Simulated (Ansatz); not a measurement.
BaH2 (P6₃/mmc, No. 194, 6 atoms in the cell; start mp-1182102; a measured phase of this formula has another space group), treated with HSE06+SOC (plane waves, PAW; Ansatz, a first-principles code).

Run with plane-wave cutoff 460 eV, 6×6×4 k mesh (along the axes of the cell as run), Fermi–Dirac smearing 0.01 eV, PAW data made under PBE.

Cell (relaxed with PBEsol):

```yaml
crystal:
  lattice:
    - [4.38409, 0.00000, 0.00000]
    - [-2.19205, 3.79674, 0.00000]
    - [0.00000, 0.00000, 5.79283]
  atoms:
    - { symbol: Ba, position: [0.66667, 0.33333, 0.75000] }
    - { symbol: Ba, position: [0.33333, 0.66667, 0.25000] }
    - { symbol: H, position: [0.33333, 0.66667, 0.75000] }
    - { symbol: H, position: [0.66667, 0.33333, 0.25000] }
    - { symbol: H, position: [0.00000, 0.00000, 0.50000] }
    - { symbol: H, position: [0.00000, 0.00000, 0.00000] }
```

### Question
Estimate the band gap, smallest direct gap on the k points sampled and Γ–Γ gap that the calculation returns.

### Answer

- band gap: 2.79 eV (indirect)
- smallest direct gap on the k points sampled: 3.66 eV
- Γ–Γ gap: 3.89 eV

Note: cell and atoms aren't relaxed at this level (pressure 1.8 GPa).

Static lattice: no zero-point or thermal effects.

A start named mp-… is a Materials Project structure, which need not be a measured phase.
